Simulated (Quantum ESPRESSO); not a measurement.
**Cost against accuracy: ecutwfc for Hf2CuSb3 (P-4m2, 6 atoms in the cell)**

```
Hf2CuSb3
1.0
    3.91367     0.00000     0.00000
    0.00000     3.91367     0.00000
    0.00000     0.00000     8.58532
Hf Cu Sb
2 1 3
Direct
  0.00000   0.50000   0.73723
  0.50000   0.00000   0.26277
  0.00000   0.00000   0.00000
  0.50000   0.50000   0.00000
  0.00000   0.50000   0.37740
  0.50000   0.00000   0.62260
```

Method of the run: LDA (PZ), PSlibrary PAW (LDA) pseudopotentials (plane waves; Quantum ESPRESSO).

Base settings: ecutwfc = 55 Ry; ecutrho = 330 Ry; occupations = smearing; smearing = marzari-vanderbilt; degauss = 0.0073499 Ry; K_POINTS = automatic 6 6 2 1 1 1; conv_thr = 1e-11 Ry; mixing_beta = 0.7.

Misses are taken against the tightest run, 110 Ry (ecutrho: 330 Ry → 660 Ry), which need not be fully converged itself. The energy is the free energy per atom.

The count of work is k-points × plane waves × bands × iterations; it is no time, and leaves out set-up, grids and terms that scale otherwise. Core times come from one kind of shared machine and are given to one figure; runs under 30 s give none.

The starting cell comes from a database of computed structures (which also holds hypothetical and non-ambient phases and stackings), without a prior relaxation at this level. Spin polarisation is off. In the base run, with a pressure of about -7 GPa the cell is away from its equilibrium volume at this level. Without a gap this mesh is coarse (it stands for a supercell whose shortest vector is 17 Å).

The runs (ecutwfc): 22 Ry (ecutrho: 330 Ry → 132 Ry) | 28 Ry (ecutrho: 330 Ry → 168 Ry) | 33 Ry (ecutrho: 330 Ry → 198 Ry) | 38 Ry (ecutrho: 330 Ry → 228 Ry) | 44 Ry (ecutrho: 330 Ry → 264 Ry) | 50 Ry (ecutrho: 330 Ry → 300 Ry) | 55 Ry | 63 Ry (ecutrho: 330 Ry → 378 Ry) | 72 Ry (ecutrho: 330 Ry → 432 Ry) | 82 Ry (ecutrho: 330 Ry → 492 Ry) | 96 Ry (ecutrho: 330 Ry → 576 Ry) | 110 Ry (ecutrho: 330 Ry → 660 Ry).

Problem. Which is the coarsest setting among those run that, with all tighter ones, holds the energy within 20 meV/atom of the reference, and what does it save?

Solution. 50 Ry (ecutrho: 330 Ry → 300 Ry), off by 14 meV/atom; it needs 0.33 of the reference's count of work and about 0.3 of the reference's time.

Problem. Which is the coarsest setting among those run that, with all tighter ones, holds the energy within 2 meV/atom of the reference, and what does it save?

Solution. 96 Ry (ecutrho: 330 Ry → 576 Ry), off by 0.72 meV/atom; its saving against the reference is no more than about a factor of 2 in the count of work.

Problem. What does the step from 33 Ry (ecutrho: 330 Ry → 198 Ry) to 96 Ry (ecutrho: 330 Ry → 576 Ry) buy?

Solution. It takes the miss in the energy from 100 to 0.72 meV/atom, for 5.3 times the count of work and roughly 4 times the time.

| ecutwfc | energy less reference (meV/atom) | pressure less reference (GPa) | largest difference in the force on any atom (eV/Å) | count of work / reference | core time / reference (rough) |
|---|---|---|---|---|---|
| 22 Ry (ecutrho: 330 Ry → 132 Ry) | 1402.65 | -42.30 | 0.072 | 0.095 | – |
| 28 Ry (ecutrho: 330 Ry → 168 Ry) | 276.99 | -9.09 | 0.008 | 0.12 | 0.1 |
| 33 Ry (ecutrho: 330 Ry → 198 Ry) | 101.63 | -2.50 | 0.001 | 0.15 | 0.2 |
| 38 Ry (ecutrho: 330 Ry → 228 Ry) | 54.54 | -1.06 | 0.001 | 0.20 | 0.2 |
| 44 Ry (ecutrho: 330 Ry → 264 Ry) | 28.38 | -0.69 | 0.000 | 0.25 | 0.2 |
| 50 Ry (ecutrho: 330 Ry → 300 Ry) | 13.93 | -0.37 | 0.000 | 0.33 | 0.3 |
| 55 Ry | 8.57 | -0.15 | 0.000 | 0.35 | 0.3 |
| 63 Ry (ecutrho: 330 Ry → 378 Ry) | 6.24 | -0.02 | 0.000 | 0.40 | 0.4 |
| 72 Ry (ecutrho: 330 Ry → 432 Ry) | 4.95 | -0.05 | 0.000 | 0.53 | 0.5 |
| 82 Ry (ecutrho: 330 Ry → 492 Ry) | 2.81 | -0.07 | 0.000 | 0.64 | 0.6 |
| 96 Ry (ecutrho: 330 Ry → 576 Ry) | 0.72 | -0.03 | 0.000 | 0.82 | 0.9 |
| 110 Ry (ecutrho: 330 Ry → 660 Ry) | 0.00 | 0.00 | 0.000 | 1.0 | 1 |
